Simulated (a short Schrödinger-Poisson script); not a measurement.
Structure: MOS inversion layer, SiO2 on p-type Si(100), at 400 K.

From the gate side: 1.1 nm SiO2; 1600 nm Si, acceptors 6.9e16 cm⁻³.

Constants are typed, rounded textbook-type inputs, not results; the design itself was drawn at random and stands for no fabricated device. SiO2: permittivity 3.9, conduction-band edge (eV) 3.15, gap (eV) 9, electron mass (mₑ) 0.5. Si: permittivity 11.7, conduction-band edge (eV) 0, gap (eV) 1.124, Nv at 300 K (cm⁻³) 3.1e19.

Channel valleys (confinement mass, in-plane density-of-states mass, number): Δ2 0.916, 0.19, 2; Δ4 0.19, 0.417, 4. At the gate the conduction-band edge of layer 1 lies 3.48 eV − eVg above the Fermi level of the channel; the field vanishes at the back. Gaps are held at their typed values at every temperature. Mesh 0.03 nm at interfaces.

From a short Schrödinger-Poisson script (our own, NumPy): 1D Poisson equation in equilibrium, electrons quantum, Hartree (BenDaniel-Duke, 12 states a valley, the channel's in-plane mass for all, wave functions free to enter the dielectric), parabolic valleys, classical holes, full ionisation, no traps, pinning or gate leakage.

```csv
Vg (V),electrons (cm⁻²),C (μF/cm²),Δ2 E0 (meV from the Fermi level),Δ4 E0 (meV from the Fermi level)
0.1,3.64e9,0.110,307.0,330.9
0.15,1.37e10,0.146,260.3,284.9
0.2,4.85e10,0.267,215.3,240.9
0.25,1.48e11,0.537,175.1,202.1
0.3,3.55e11,0.889,142.5,171.7
0.35,6.72e11,1.20,117.5,149.4
0.4,1.08e12,1.43,98.0,133.1
0.45,1.55e12,1.60,82.4,120.7
0.5,2.06e12,1.74,69.4,110.8
0.55,2.62e12,1.84,58.3,102.8
0.6,3.21e12,1.93,48.7,96.1
0.65,3.82e12,2.00,40.1,90.3
0.7,4.45e12,2.06,32.4,85.2
0.75,5.10e12,2.11,25.3,80.8
0.8,5.77e12,2.15,18.8,76.7
0.85,6.44e12,2.19,12.8,73.1
0.9,7.13e12,2.22,7.2,69.7
0.95,7.83e12,2.25,1.8,66.6
1,8.53e12,2.28,-3.2,63.7
```

Gate voltages with under 1e9 electrons/cm² are left out.

Task: At Vg = 1 V the lowest Δ2 subband lies at -3.2 meV from the Fermi level. How many electrons does it hold, and what share of all?

Result: The two-dimensional density of states is g m/(πħ²) = 1.59e11 cm⁻² meV⁻¹ (both spins), kT = 34.5 meV, so n = D kT ln(1 + exp(−E/kT)) = 4.05e12 cm⁻², 0.47 of the 8.53e12 cm⁻² in all.

Task: Compare the slope of the sheet density between 0.9 and 1 V with the geometric capacitance of the layers between gate and channel.

Result: q Δn/ΔV = 2.24 μF/cm²; ε0/Σ(t/ε) = 3.14 μF/cm². The ratio is 0.71: the channel acts as a further capacitance in series.
